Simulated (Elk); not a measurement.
**Input and output of a self-consistent single point for Na₃Tl (Pm-3m, 4 atoms in the cell) (Elk)**

Method of the run: Elk 10.2.4 with LDA (PW92), all-electron FP-LAPW, Elk's shipped species files, LAPW+lo basis.

This input was run:

```
tasks
  0

rgkmax
  8.0

gmaxvr
  16.0

nxoapwlo
  1

stype
  0

swidth
  0.00183747

maxscl
  100

avec
    9.2771001828    0.0000000000    0.0000000000
    0.0000000000    9.2771001828    0.0000000000
    0.0000000000    0.0000000000    9.2771001828

sppath
  'species/'

atoms
  2
  'Na.in'
  3
  0.0000000000  0.5000000000  0.5000000000    0.0 0.0 0.0
  0.5000000000  0.0000000000  0.5000000000    0.0 0.0 0.0
  0.5000000000  0.5000000000  0.0000000000    0.0 0.0 0.0
  'Tl.in'
  1
  0.0000000000  0.0000000000  0.0000000000    0.0 0.0 0.0

ngridk
  5 5 5

vkloff
  0.5 0.5 0.5
```

Log, with long lists cut:

```
│ Elk code version 10.2.4 │

All units are atomic (Hartree, Bohr, etc.)

│ Ground-state run starting from atomic densities │

Lattice vectors :
   9.277100183       0.000000000       0.000000000
   0.000000000       9.277100183       0.000000000
   0.000000000       0.000000000       9.277100183

Unit cell volume      :    798.4298032
Brillouin zone volume :   0.3106725381

Muffin-tin inner radius fraction :   0.1000000000E-01

Nuclei treated as point charges

Species :    1 (Na)
 parameters loaded from : Na.in
 name : sodium
 nuclear charge    :   -11.00000000
 electronic charge :    11.00000000
 atomic mass :    41907.78700
 muffin-tin radius :    2.200000000
 number of radial points in muffin-tin :    397
 atomic positions (lattice), magnetic fields (Cartesian) :
   1 :   0.00000000  0.50000000  0.50000000    0.00000000  0.00000000  0.00000000
   2 :   0.50000000  0.00000000  0.50000000    0.00000000  0.00000000  0.00000000
   3 :   0.50000000  0.50000000  0.00000000    0.00000000  0.00000000  0.00000000

Species :    2 (Tl)
 parameters loaded from : Tl.in
 name : thallium
 nuclear charge    :   -81.00000000
 electronic charge :    81.00000000
 atomic mass :    372567.9640
 muffin-tin radius :    2.800000000
 number of radial points in muffin-tin :    697
 atomic positions (lattice), magnetic fields (Cartesian) :
   1 :   0.00000000  0.00000000  0.00000000    0.00000000  0.00000000  0.00000000

Total number of atoms per unit cell :    4

Spin treatment :
 spin-unpolarised

Number of Bravais lattice symmetries :   48
Number of crystal symmetries         :   48
Crystal has inversion symmetry
Real symmetric eigensolver will be used

k-point grid :      5     5     5
k-point offset :   0.5000000000      0.5000000000      0.5000000000
k-point set is reduced with full crystal symmetry group
Total number of k-points :       10

Muffin-tin radius times maximum |G+k| :    8.000000000
 using average radius
Maximum |G+k| for APW functions       :    3.404255319
Maximum (1/2)|G+k|²                   :    5.794477139
Maximum |G| for potential and density :    16.00000000
 potential will be trimmed for |G| > 2 gkmax
Constant for pseudocharge density :   11
Radial integration step length :    4

G-vector grid sizes :     48    48    48
Number of G-vectors :    55467

Maximum angular momentum used for
 APW functions                      :    8
 outer part of muffin-tin           :    6
 inner part of muffin-tin           :    1

Total nuclear charge    :   -114.0000000
Total core charge       :    68.00000000
Total valence charge    :    46.00000000
Total excess charge     :    0.000000000
Total electronic charge :    114.0000000

Effective Wigner radius, rₛ :    1.186900810

Number of empty states         :   16
Total number of valence states :   39
Total number of core states    :   68

Total number of local-orbitals :   41

Exchange-correlation functional :      3     0     0
 Perdew-Wang/Ceperley-Alder, Phys. Rev. B 45, 13244 (1992)
 gradient requirement :    0
 local density approximation (LDA)

Smearing type :    0
 Gaussian
Smearing width :   0.1837470000E-02
Effective electronic temperature (K) :    580.2271348

Mixing type :    3
 Broyden mixing, J. Phys. A: Math. Gen. 17, L317 (1984)

Kohn-Sham potential initialised from atomic data

│ Self-consistent loop started │
│ Loop number : 1 │
 total energy                :     -20757.6540281
│ Loop number : 2 │
 total energy                :     -20757.8470720
RMS change in Kohn-Sham potential (target) :   0.6819035689E-01 (  0.1000000000E-05)
Absolute change in total energy (target)   :   0.1930438864     (  0.1000000000E-03)
│ Loop number : 3 │
 total energy                :     -20759.1961168
RMS change in Kohn-Sham potential (target) :   0.5469797367E-01 (  0.1000000000E-05)
Absolute change in total energy (target)   :    1.397305820     (  0.1000000000E-03)
│ Loop number : 4 │
 total energy                :     -20760.0009898
RMS change in Kohn-Sham potential (target) :   0.4348119303E-01 (  0.1000000000E-05)
Absolute change in total energy (target)   :    1.154199411     (  0.1000000000E-03)
│ Loop number : 5 │
 total energy                :     -20761.4218640
RMS change in Kohn-Sham potential (target) :   0.2062257122E-01 (  0.1000000000E-05)
Absolute change in total energy (target)   :    1.709424128     (  0.1000000000E-03)
│ Loop number : 6 │
 total energy                :     -20762.3141613
RMS change in Kohn-Sham potential (target) :   0.6114991589E-02 (  0.1000000000E-05)
Absolute change in total energy (target)   :    1.319653283     (  0.1000000000E-03)
│ Loop number : 7 │
 total energy                :     -20762.7087761
RMS change in Kohn-Sham potential (target) :   0.9200099688E-04 (  0.1000000000E-05)
Absolute change in total energy (target)   :   0.7245281586     (  0.1000000000E-03)
│ Loop number : 8 │
 total energy                :     -20762.6969313
RMS change in Kohn-Sham potential (target) :   0.4127894662E-04 (  0.1000000000E-05)
Absolute change in total energy (target)   :   0.1692872106     (  0.1000000000E-03)
│ Loop number : 9 │
 total energy                :     -20762.6942883
RMS change in Kohn-Sham potential (target) :   0.2876526810E-04 (  0.1000000000E-05)
Absolute change in total energy (target)   :   0.3967884325E-01 (  0.1000000000E-03)
│ Loop number : 10 │
 total energy                :     -20762.6927636
RMS change in Kohn-Sham potential (target) :   0.8620845038E-05 (  0.1000000000E-05)
Absolute change in total energy (target)   :   0.8394944496E-02 (  0.1000000000E-03)
│ Loop number : 11 │
 total energy                :     -20762.6918252
RMS change in Kohn-Sham potential (target) :   0.8193919748E-06 (  0.1000000000E-05)
Absolute change in total energy (target)   :   0.1160354277E-02 (  0.1000000000E-03)
│ Loop number : 12 │
 total energy                :     -20762.6916866
RMS change in Kohn-Sham potential (target) :   0.7952287212E-06 (  0.1000000000E-05)
Absolute change in total energy (target)   :   0.1514612813E-03 (  0.1000000000E-03)
│ Loop number : 13 │
 total energy                :     -20762.6916951
RMS change in Kohn-Sham potential (target) :   0.1763678634E-06 (  0.1000000000E-05)
Absolute change in total energy (target)   :   0.4637205348E-04 (  0.1000000000E-03)
Convergence targets achieved

│ Loop number : 14 │

Energies :
 Fermi                       :     0.788555689864E-01
 sum of eigenvalues          :     -12782.4607578
 electron kinetic            :      23979.5702321
 core electron kinetic       :      23599.1970166
 Coulomb                     :     -44330.5923858
 Coulomb potential           :     -36215.7810057
 nuclear-nuclear             :     -1121.47581240
 electron-nuclear            :     -50202.4521411
 Hartree                     :      6993.33556766
 Madelung                    :     -26222.7018829
 xc potential                :     -546.249984168
 exchange                    :     -400.706026159
 correlation                 :     -10.9635277656
 total energy                :     -20762.6917076

Density of states at Fermi energy :    94.79627242
 (states/Hartree/unit cell)

Estimated indirect band gap :   0.3177629978E-02
 from k-point      9 to k-point      2
Estimated direct band gap   :   0.3190833525E-01
 at k-point      8

Charges :
 core                        :    68.00000000
 valence                     :    46.00000000
 interstitial                :    4.221388500
 muffin-tins (core leakage)
  species :    1 (Na)
   atom    1                 :    10.05983660     (  0.6661338148E-15)
   atom    2                 :    10.05983660     (  0.6661338148E-15)
   atom    3                 :    10.05983660     (  0.6661338148E-15)
  species :    2 (Tl)
   atom    1                 :    79.59910169     (  0.3665274283E-04)
 total in muffin-tins        :    109.7786115
 total calculated charge     :    113.9981234
 total charge                :    114.0000000
 error                       :   0.1876609357E-02

│ Self-consistent loop stopped │
```

The run converged in 14 iterations. The count includes the last loop, which Elk runs after its targets are met.

The starting cell comes from a database of computed structures (which also holds hypothetical and non-ambient phases and stackings), without a prior relaxation at this level. Spin-orbit coupling is off. Values depend on the basis (sphere radii, cutoffs, local orbitals), which need not be converged. The log's line on a gap gives a spacing of levels on this mesh, which the program prints for metals too.

Cost on one core of a shared machine: roughly 60 s.
